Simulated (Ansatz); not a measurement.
# Point-defect migration in ceria

Some mobile defects of ceria. All values below come from PBE, PAW (plane waves to 420 eV; Ansatz, a quantum-chemistry and plane-wave program).

Each figure is the lowest single hop between equivalent sites (a dopant's own exchange with the vacancy apart) among the routes that converged and passed our checks, counted from the lowest site run. It need not be the barrier to long-range diffusion, and untried routes may lie lower. Climbing-image NEB, static nuclei, fixed cells, no finite-size correction; on the finer meshes named, energies are single points at the band's geometries. Saddle orders were checked for a part of the study's bands only and are not shown. Vacancies start on their lattice site; split forms were not set up. Charge states are imposed. Spin-orbit coupling is left out.

```json
[
 {"Defect": "Y-vacancy pair (Y on Ce, O vacant), charge +1", "Route": "a nearby O jumps into the vacancy (Y-vacancy distance between ideal sites 2.37 Å throughout)", "Hop (Å)": "2.33", "Direction in the unit cell": "(0.00, 0.00, -0.43)", "Neighbours at the saddle": "Ce at 2.04; Y at 2.17 Å", "Cell": "96 sites, 2×2×2 shifted"},
 {"Defect": "Sc-vacancy pair (Sc on Ce, O vacant), charge +1", "Route": "a nearby O jumps into the vacancy (Sc-vacancy distance between ideal sites 2.37 Å throughout)", "Hop (Å)": "2.16", "Direction in the unit cell": "(0.00, 0.00, -0.40)", "Neighbours at the saddle": "Ce at 2.09; Sc at 2.06 Å", "Cell": "96 sites, 2×2×2 shifted"},
 {"Defect": "O vacancy, charge +2", "Route": "a nearby O jumps into the vacancy", "Hop (Å)": "2.32", "Direction in the unit cell": "(0.00, -0.43, 0.00)", "Neighbours at the saddle": "2 Ce at 2.12 Å", "Cell": "96 sites, 2×2×2 shifted"}
]
```

Q: Order these hops by barrier, lowest first, with values.

A: Sc-vacancy pair (Sc on Ce, O vacant), charge +1: 0.28 eV; O vacancy, charge +2: 0.45 eV; Y-vacancy pair (Y on Ce, O vacant), charge +1: 0.49 eV. Gaps under about 0.1 eV are within the calculation's error.
